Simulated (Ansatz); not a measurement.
Consider HfRu in the CsCl type structure (space group Pm-3m, No. 221; a = 3.209 Å).

Levels (all Ansatz, a first-principles code, PAW): PBEsol (420 eV, spin-orbit coupling left out); PBEsol+SOC (420 eV, noncollinear with spin-orbit coupling).

The geometry is relaxed with PBEsol.

```
Item               Value
---------------  -------
PBEsol pressure  0.0 GPa
```

Problem. What does PBEsol+SOC give at this geometry for the pressure?

Solution. The pressure goes from zero to -0.2 GPa.

Single points use the geometry relaxed with PBEsol. The spin-orbit shifts are approximate. Stability against distortions was not tested. The runs without spin-orbit coupling are not spin-polarised.
